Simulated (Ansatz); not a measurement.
## RbScS2O8: pressure series

Consider RbScS2O8 (space group P-3m1, No. 164; a cell from a computed database, its experimental status unchecked).

```yaml
crystal:
  lattice:
    - [5.26130, 0.00000, 0.00000]
    - [-2.63065, 4.55642, 0.00000]
    - [0.00000, 0.00000, 7.98072]
  atoms:
    - { symbol: Rb, position: [0.00000, 0.00000, 0.50000] }
    - { symbol: Sc, position: [0.00000, 0.00000, 0.00000] }
    - { symbol: S, position: [0.33333, 0.66667, 0.22225] }
    - { symbol: S, position: [0.66667, 0.33333, 0.77775] }
    - { symbol: O, position: [0.18095, 0.36190, 0.15696] }
    - { symbol: O, position: [0.63810, 0.81905, 0.15696] }
    - { symbol: O, position: [0.18095, 0.81905, 0.15696] }
    - { symbol: O, position: [0.36190, 0.18095, 0.84304] }
    - { symbol: O, position: [0.81905, 0.63810, 0.84304] }
    - { symbol: O, position: [0.81905, 0.18095, 0.84304] }
    - { symbol: O, position: [0.33333, 0.66667, 0.40340] }
    - { symbol: O, position: [0.66667, 0.33333, 0.59660] }
```

Cell and atoms are relaxed at each pressure.

Calculations: r2SCAN (Ansatz, an electronic-structure program; PAW; 500 eV plane waves; scalar-relativistic without spin-orbit coupling).

| pressure (GPa) | volume per atom (Å³/atom) |
|---|---|
| -2 | 17.947 |
| -1 | 16.737 |
| 0 | 15.943 |
| 3 | ? |
| 7 | 13.639 |
| 15 | 12.521 |
| 30 | 11.324 |

Problem. Fit the third-order Birch–Murnaghan form P(V) = (3B₀/2)[(V₀/V)^(7/3) − (V₀/V)^(5/3)]·[1 + (3/4)(B₀′ − 4)((V₀/V)^(2/3) − 1)] (squares taken in P) to the rows shown and predict the withheld row.

Solution. Least squares on the printed values gives V₀ = 15.908 Å³/atom, B₀ = 25.9 GPa, B₀′ = 7.8; this predicts 14.626 Å³/atom, and the run gives 14.606 Å³/atom, 0.020 lower.

Load acts through the strain it causes; cell and atoms are relaxed under it. Stability against distortions was not tested. Competing high-pressure phases were not computed. The base started in P321 and relaxed to P-3m1 at this level. All final runs are without spin polarisation.
